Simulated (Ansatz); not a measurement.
The reference is MgO in the rock salt structure (space group Fm-3m, No. 225; a = 4.214 Å).

Level of theory: PBEsol (Ansatz, a quantum-chemistry and plane-wave program), no spin-orbit coupling.

For the base:

The gap character is direct at Γ and the volume per atom is 9.35 Å³.

Now apply this change: cell and atoms relaxed at a pressure of 4.5 GPa.

**Question.** What happens to the gap character?

**Answer.** The gap character is still direct at Γ.

**Question.** What happens to the volume per atom?

**Answer.** The volume per atom falls by 0.249 Å³, from 9.35 Å³ to 9.11 Å³.

Load acts through the strain it causes; cell and atoms are relaxed under it. Stability against distortions was not tested.
